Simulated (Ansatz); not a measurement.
The starting structures come from a database of crystals and need not be the phases stable at ambient conditions.

Data:

```xyz
20
Lattice="3.9660 0.0000 0.0000 0.0000 15.4901 0.0000 0.0000 7.7450 4.4716" Properties=species:S:1:pos:R:3 pbc="T T T"
K      1.9830    12.3600     1.8071
K      1.9830     7.7450     0.8573
K      1.9830     3.1300     1.8071
Nb     0.0000     9.6582     3.3670
Nb     0.0000    15.4901     2.2091
Nb     0.0000     5.8319     3.3670
B      0.0000     5.1633     0.0000
B      0.0000    10.3267     0.0000
O      0.0000    19.3307     3.9133
O      0.0000    10.1807     1.3695
O      0.0000    16.9587     3.6604
O      0.0000    11.6494     3.9133
O      0.0000     5.3093     1.3695
O      0.0000    14.0214     3.6604
O      1.9830     9.7925     3.2895
O      1.9830    15.4901     2.3643
O      1.9830     5.6975     3.2895
O      0.0000    14.1120     0.7956
O      0.0000     7.7450     2.8804
O      0.0000     1.3780     0.7956
```

Space group of this cell: P-62m. The cell is taken as given; by r2SCAN its mean pressure is -6.8 GPa.

Transport runs along the normal of the first two printed cell vectors, the (110) plane of the conventional cell.

The gap is the functional's own, uncorrected, and κ follows it; spin-orbit coupling is left out. Mid-gap values are interpolated between the computed energies.

Compute, with r2SCAN in Ansatz (a first-principles code), the band gap and the smallest decay constant κ at mid-gap.

Gap 2.39 eV on a 8×8×8 mesh; κ = 0.339 1/Å, at (0.500, 0.000) of the in-plane reciprocal vectors. At the zone centre, at the nearest computed energy, the slowest state has κ = 0.34 1/Å.
